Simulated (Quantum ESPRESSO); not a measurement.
Input and output of a self-consistent single point for Ir (Fm-3m, 1 atom in the cell) (Quantum ESPRESSO).

Level of theory: PBE, SSSP 1.1.2 precision (PBE) pseudopotentials (plane waves; Quantum ESPRESSO).

```xyz
1
Lattice="0.0000 1.9104 1.9104 1.9104 0.0000 1.9104 1.9104 1.9104 0.0000" Properties=species:S:1:pos:R:3 pbc="T T T"
Ir     0.0000     0.0000     0.0000
```

Reference input (self-consistent single point, DFT, PBE, plane waves, SSSP 1.1.2 precision (PBE) pseudopotentials): ecutwfc = 50 Ry; ecutrho = 400 Ry; occupations = smearing; smearing = gauss; degauss = 0.0073499 Ry; potentials = {Ir: Ir_pbe_v1.2.uspp.F.UPF}; K_POINTS = automatic 11 11 11 0 0 0; conv_thr = 1e-10 Ry; mixing_beta = 0.4. This run's input differs from it in these lines:

```diff
@@ -12,4 +12,4 @@
   ntyp = 1,
-  ecutwfc = 50,
-  ecutrho = 400,
+  ecutwfc = 22,
+  ecutrho = 176,
   occupations = 'smearing',
```

Log, with long lists cut:

```
     Self-consistent Calculation

     iteration #  1     ecut=    22.00 Ry     beta= 0.40

     negative rho (up, down):  3.367E-01 0.000E+00

     total energy              =    -181.68507554 Ry
     estimated scf accuracy    <       0.65453977 Ry

     iteration #  2     ecut=    22.00 Ry     beta= 0.40

     negative rho (up, down):  3.224E-01 0.000E+00

     total energy              =    -181.73042965 Ry
     estimated scf accuracy    <       0.04398248 Ry

     iteration #  3     ecut=    22.00 Ry     beta= 0.40

     negative rho (up, down):  3.196E-01 0.000E+00

     total energy              =    -181.73894465 Ry
     estimated scf accuracy    <       0.00105636 Ry

   [... 4 blocks of this kind left out ...]

     iteration #  8     ecut=    22.00 Ry     beta= 0.40

     negative rho (up, down):  3.193E-01 0.000E+00

     total energy              =    -181.73910733 Ry
     estimated scf accuracy    <          2.1E-09 Ry

     iteration #  9     ecut=    22.00 Ry     beta= 0.40

     negative rho (up, down):  3.193E-01 0.000E+00
     End of self-consistent calculation

     the Fermi energy is    25.3379 ev

!    total energy              =    -181.73910737 Ry
     estimated scf accuracy    <          4.0E-11 Ry
     smearing contrib. (-TS)   =      -0.00068534 Ry
     internal energy E=F+TS    =    -181.73842203 Ry

     convergence has been achieved in   9 iterations

     negative rho (up, down):  3.193E-01 0.000E+00

     Forces acting on atoms (cartesian axes, Ry/au):

     atom    1 type  1   force =     0.00000000    0.00000000    0.00000000

     Total force =     0.000000     Total SCF correction =     0.000000

     negative rho (up, down):  3.193E-01 0.000E+00
          total   stress  (Ry/bohr**3)                   (kbar)     P=     -316.19
  -0.00214944   0.00000000   0.00000000         -316.19        0.00        0.00
   0.00000000  -0.00214944   0.00000000            0.00     -316.19        0.00
   0.00000000   0.00000000  -0.00214944            0.00        0.00     -316.19

   JOB DONE.
```

The run converged in 9 iterations. Against the reference run the free energy goes up by 514 meV/atom and the pressure goes from 15.12 to -31.62 GPa.

The starting cell has typed, rounded lattice constants, without a prior relaxation at this level. Its lattice was rescaled by up to half a per cent. Spin polarisation is off. At the lowered cutoff the pressure carries the error of an incomplete plane-wave basis.
